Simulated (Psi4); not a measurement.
Psi4 1.11, WB97X/def2-svp: B(F)(OH)(SiH3) (OB(F)[SiH3]), 8 atoms. The geometry is a generated start, not checked to be a minimum at this level.

task: energy
method: wb97x
basis: def2-svp
memory: 3 GB
maxiter: 100
keys of the molecule block: symmetry c1
scf_type: df (default)
guess: auto, which took SAD (default)
scf_initial_accelerator: adiis (default)
e_convergence: 1e-06 (default)
d_convergence: 1e-06 (default)
dft_radial_points: 75 (default)
dft_spherical_points: 302 (default)
basis functions: 80
grid points: 173020

```xyz
8

B      0.5850    -0.3671     0.4506
F      1.9295    -0.3628     0.2993
O      0.1104    -1.0734     1.4722
H      0.7451    -1.5306     2.0302
Si    -0.5937     0.6234    -0.7869
H     -1.9379     0.8553    -0.2502
H     -0.7800    -0.0864    -2.0627
H     -0.0584     1.9417    -1.1525
```

One run each on 2 threads. Values of diis_max_vecs tried: 3, 6, 10 (default), 20.

**Question.** Predict the course of the SCF iterations along this series.

**Answer.** Fewest SCF iterations, within one of each other: 6 with 8, 10 (default) with 8, 20 with 8. The count rises to 12 at 3. All converge to one solution.

| diis_max_vecs | SCF iterations | end |
|---|---|---|
| 3 | 12 | same solution |
| 6 | 8 | same solution |
| 10 (default) | 8 | same solution |
| 20 | 8 | same solution |
